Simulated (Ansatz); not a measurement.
**Sr3AsN, pressure series**

Consider Sr₃AsN in the anti-perovskite structure (space group Pm-3m, No. 221; a = 5.041 Å; a cell from a computed database, its experimental status unchecked).

Cell and atoms are relaxed at each pressure.

Calculations: DFT with PBEsol, PAW potentials and a 420 eV plane-wave cutoff in Ansatz (a quantum-chemistry and plane-wave program), spin-orbit coupling left out.

Notes on the quantities. enthalpy: H = E + PV relative to the base's energy; hole mass: degenerate bands, along [100].

| case | enthalpy | hole mass | shortest interatomic distance |
|---|---|---|---|
| base | – | 0.094, 0.47, 0.47 mₑ (at Γ) | 2.521 Å |
| pressure −2 GPa | -0.33 eV/atom | 0.074, 0.45, 0.45 mₑ (at Γ) | 2.556 Å |
| pressure −1 GPa | -0.16 eV/atom | 0.084, 0.47, 0.47 mₑ (at Γ) | 2.538 Å |
| pressure 0.3 GPa | +0.05 eV/atom | 0.097, 0.46, 0.46 mₑ (at Γ) | 2.516 Å |
| pressure 0.7 GPa | +0.11 eV/atom | 0.100, 0.46, 0.46 mₑ (at Γ) | 2.510 Å |
| pressure 1.5 GPa | +0.24 eV/atom | 0.10, 0.45, 0.45 mₑ (at Γ) | 2.498 Å |
| pressure 3 GPa | +0.47 eV/atom | 0.11, 0.44, 0.44 mₑ (at Γ) | 2.478 Å |
| pressure 5 GPa | +0.77 eV/atom | 0.12, 0.42, 0.42 mₑ (at Γ) | 2.453 Å |
| pressure 7.5 GPa | +1.13 eV/atom | 0.10, 0.39, 0.39 mₑ (at Γ) | 2.427 Å |
| pressure 10 GPa | +1.48 eV/atom | – | 2.403 Å |

The mesh was chosen for an insulator and is coarse for the gapless case. The levels and masses belong to the bands next to the band gap. Load acts through the strain it causes; cell and atoms are relaxed under it. Masses are band curvatures over ±0.01 Å⁻¹ around the edge. Whether these cells are dynamically stable was not tested. No other phases were tried under pressure. The final runs are not spin-polarised.
